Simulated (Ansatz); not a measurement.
**Response to strain in HfS2**

Base system: HfS$_{2}$ in the CdI2 type structure (space group P-3m1, No. 164; a = 3.547 Å, c = 5.577 Å; layered, stacked along the Cartesian z axis). Axes: x lies along a and z along c of the hexagonal cell.

Strains are applied to the cell and any free atomic positions relax.

Calculations: plane-wave PAW DFT at the PBEsol-D3(BJ) level (Ansatz, an electronic-structure program, 420 eV), no spin-orbit coupling.

Notes on the quantities. energy relative to the base: free energy F; pressure: mean of the normal stresses, compression positive.

```
change                          energy relative to the base   pressure  smallest direct gap
------------------------------  ---------------------------  ---------  -------------------
base                                             0 meV/atom   0.01 GPa              1.50 eV
uniaxial strain ε_zz = −3.00 %                +4.4 meV/atom   1.16 GPa              1.39 eV
uniaxial strain ε_zz = −2.50 %                +3.0 meV/atom   0.93 GPa              1.41 eV
uniaxial strain ε_zz = −2.00 %                +1.8 meV/atom   0.71 GPa              1.42 eV
uniaxial strain ε_zz = −1.50 %                +1.0 meV/atom   0.51 GPa              1.44 eV
uniaxial strain ε_zz = −1.00 %                +0.4 meV/atom   0.34 GPa              1.46 eV
uniaxial strain ε_zz = +0.50 %                +0.1 meV/atom  -0.14 GPa              1.52 eV
uniaxial strain ε_zz = +1.00 %                +0.4 meV/atom  -0.25 GPa              1.54 eV
uniaxial strain ε_zz = +1.50 %                +0.9 meV/atom  -0.38 GPa              1.56 eV
uniaxial strain ε_zz = +2.00 %                +1.5 meV/atom  -0.48 GPa              1.58 eV
```

Spin-orbit coupling, missing from the scalar runs, can matter with Hf. Whether these cells are dynamically stable was not tested.
